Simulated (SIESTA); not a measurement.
Input and output of a self-consistent single point for a (001) slab of YCu5 (cut from a parent of space group no. 191; 12 atoms in the cell) (SIESTA).

Computed with LDA PW92, numerical atomic orbitals DZP, PseudoDojo LDA standard norm-conserving potentials (rewritten from UPF to PSML) run with SIESTA.

The change in words: vacuum of 4 angstrom (first run: 14 Å). Reference geometry:
```
CELL_PARAMETERS angstrom
      4.98769     0.00000     0.00000
     -2.49385     4.31947     0.00000
      0.00000     0.00000    20.03210
ATOMIC_POSITIONS crystal
  Y  0.00000 0.00000 0.44981
  Cu 0.33333 0.66667 0.44981
  Cu 0.66667 0.33333 0.44981
  Cu 0.50000 0.00000 0.34944
  Cu 0.50000 0.50000 0.34944
  Cu 0.00000 0.50000 0.34944
  Y  0.00000 0.00000 0.65056
  Cu 0.33333 0.66667 0.65056
  Cu 0.66667 0.33333 0.65056
  Cu 0.50000 0.00000 0.55019
  Cu 0.50000 0.50000 0.55019
  Cu 0.00000 0.50000 0.55019
```

Reference input (self-consistent single point, DFT, LDA PW92, numerical atomic orbitals DZP, PseudoDojo LDA standard norm-conserving potentials (rewritten from UPF to PSML)): XC.functional = LDA; XC.authors = PW92; potentials = PseudoDojo LDA standard; PAO.BasisSize = DZP; PAO.EnergyShift = 0.01 Ry; MeshCutoff = 300 Ry; kgrid.MonkhorstPack = 4 4 1; OccupationFunction = FD; ElectronicTemperature = 0.1 eV; MaxSCFIterations = 150; SCF.Mixer.Method = Pulay; SCF.Mixer.Weight = 0.1. This run's input differs from it in these lines:

```diff
@@ -14,3 +14,3 @@
     -2.493846000    4.319468000    0.000000000
-     0.000000000    0.000000000   20.032098000
+     0.000000000    0.000000000   10.032105000
 %endblock LatticeVectors
@@ -18,14 +18,14 @@
 %block AtomicCoordinatesAndAtomicSpecies
-     0.000000000    0.000000000    9.010698098  1
-    -0.000002494    2.879646773    9.010698098  2
-     2.493848494    1.439821227    9.010698098  2
-     2.493846000    0.000000000    6.999996293  2
-     1.246923000    2.159734000    6.999996293  2
-    -1.246923000    2.159734000    6.999996293  2
-     0.000000000    0.000000000   13.032101707  1
-    -0.000002494    2.879646773   13.032101707  2
-     2.493848494    1.439821227   13.032101707  2
-     2.493846000    0.000000000   11.021399902  2
-     1.246923000    2.159734000   11.021399902  2
-    -1.246923000    2.159734000   11.021399902  2
+     0.000000000    0.000000000    4.010705162  1
+    -0.000002494    2.879646773    4.010705162  2
+     2.493848494    1.439821227    4.010705162  2
+     2.493846000    0.000000000    2.000000453  2
+     1.246923000    2.159734000    2.000000453  2
+     3.740769000    2.159734000    2.000000453  2
+     0.000000000    0.000000000    8.032104547  1
+    -0.000002494    2.879646773    8.032104547  2
+     2.493848494    1.439821227    8.032104547  2
+     2.493846000    0.000000000    6.021399838  2
+     1.246923000    2.159734000    6.021399838  2
+     3.740769000    2.159734000    6.021399838  2
 %endblock AtomicCoordinatesAndAtomicSpecies
```

Log, with long lists cut:

```
        iscf     Eharris(eV)        E_KS(eV)     FreeEng(eV)     dDmax    Ef(eV) dHmax(eV)
   scf:    1   -50753.893869   -52790.545266   -52791.647904  4.007969  2.089846 83.210635
   scf:    2   -52068.060526   -53145.642261   -53146.151343  2.578611 -0.693701129.852937
   scf:    3   -53426.294448   -53690.009202   -53690.249554  0.899363 -1.793296 35.970355
   scf:    4   -53725.078115   -53742.627287   -53742.860528  0.339288 -1.974210 17.017438
   scf:    5   -53759.610514   -53754.760882   -53755.055074  0.100198 -2.221544  8.363789
   [... 11 lines left out ...]
   scf:   17   -53761.288582   -53761.288597   -53761.566040  0.000111 -2.634418  0.003576
   scf:   18   -53761.288586   -53761.288592   -53761.566044  0.000221 -2.635135  0.001540
   scf:   19   -53761.288598   -53761.288595   -53761.566044  0.000096 -2.635288  0.001034
   scf:   20   -53761.288611   -53761.288603   -53761.566045  0.000086 -2.635341  0.000553
SCF Convergence by DM+H criterion
max |DM_out - DM_in|         :     0.0000861296
max |H_out - H_in|      (eV) :     0.0005530499
SCF cycle converged after 20 iterations

Using DM_out to compute the final energy and forces

siesta: E_KS(eV) =           -53761.2886

siesta: E_KS - E_eggbox =    -53761.2886

siesta: Atomic forces (eV/Ang):
     1   -0.000000   -0.000000   -0.435735
     2    0.000014   -0.000008   -0.125961
     3   -0.000014    0.000008   -0.125961
     4   -0.000000    0.000000    0.360738
     5    0.000000   -0.000000    0.360745
     6    0.000000   -0.000000    0.360738
     7   -0.000000   -0.000000   -0.379397
     8    0.000010   -0.000005   -0.153880
     9   -0.000010    0.000005   -0.153880
    10   -0.000000    0.000000    0.096723
    11   -0.000000    0.000000    0.096724
   [... lines left out ...]
siesta: FreeEng =    -53761.566045
siesta: Cell volume =        216.133436 Ang**3
siesta:        -113.94112578       -103.18360981  kBar
   [... lines left out ...]
     1    -0.156932   11.156932  Y
     2    -0.036599   19.036599  Cu
     3    -0.036599   19.036599  Cu
     4     0.098658   18.901342  Cu
     5     0.098658   18.901342  Cu
     6     0.098658   18.901342  Cu
     7    -0.185571   11.185571  Y
     8     0.299121   18.700879  Cu
     9     0.299121   18.700879  Cu
    10    -0.159505   19.159505  Cu
    11    -0.159503   19.159503  Cu
    12    -0.159505   19.159505  Cu
 Total    -0.000000
```

The run converged in 20 iterations. Against the reference run the free energy drops by 78.6 meV/atom and the largest force goes from 0.763 to 0.436 eV/Å.

The starting cell comes from a database of computed structures (which also holds hypothetical and non-ambient phases and stackings), without a prior relaxation at this level. The slab is cut from that crystal, and its faces are unrelaxed. Its lattice was rescaled by up to half a per cent. Spin polarisation is off. The two faces of this cut differ, and no dipole correction was used. Values carry the incompleteness of an atom-centred basis.

Cost on one core of a shared machine: roughly 50 s.
